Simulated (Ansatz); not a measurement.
## A computed series for CuI: thickness series

Base system: CuI (space group P-3m1, No. 164; a = 4.095 Å, c = 7.210 Å; a cell from a computed database, its experimental status unchecked; layered, stacked along the Cartesian z axis).

Free-standing slabs (4 atom(s) a layer) normal to the stacking axis with 15 Å of vacuum; in-plane cell relaxed.

All numbers come from r2SCAN+rVV10 (Ansatz, a first-principles code, PAW, scalar-relativistic without spin-orbit coupling), earlier PAW set.

| number of layers | band gap (eV) |
|---|---|
| 1 | 2.58 |
| 2 | ? |
| 3 | 2.25 |
| 4 | 2.20 |

Fit E_g(N) = E_bulk + A N^(−s) with E_bulk = 2.09 eV, fitted as a line in log–log form to the rows shown and predict the withheld row.

Least squares on the printed values gives A = 0.49 eV, s = 1.06 (largest residual 0.01 eV); this predicts 2.33 eV, and the run gives 2.34 eV, in agreement.

With I present, leaving out spin-orbit coupling can change the band edges. Stability against distortions was not tested. All final runs are without spin polarisation. This is not the structure that CuI has at room temperature and ambient pressure.
